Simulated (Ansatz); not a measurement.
# NbN, element substitutions

The parent structure is NbN in the rock salt structure (space group Fm-3m, No. 225; a = 4.4212 Å).

Each row replaces one element on all its sites; cell and atoms are relaxed.

Method: Ansatz (a program for electronic structure), PBE, PAW, cutoff 420 eV, scalar-relativistic without spin-orbit coupling, earlier PAW set.

| case | density | band gap |
|---|---|---|
| base | 8.22 g/cm³ | zero |
| Nb → Y | 5.79 g/cm³ | 0.21 eV |
| N → Br | 7.20 g/cm³ | zero |
| Nb → Zr | 7.20 g/cm³ | zero |

Whether these cells are dynamically stable was not tested. As relaxed here, NbBr is a hypothetical phase, not in the database extracts checked. No Hubbard U is applied, and correlation can decide whether such a compound is a metal. All final runs are without spin polarisation. An odd electron count without spin: ZrN. NbBr has a high density of states at the Fermi level and may be magnetic at this level. A zero or small gap of YN can be the functional's error rather than a property of the material.
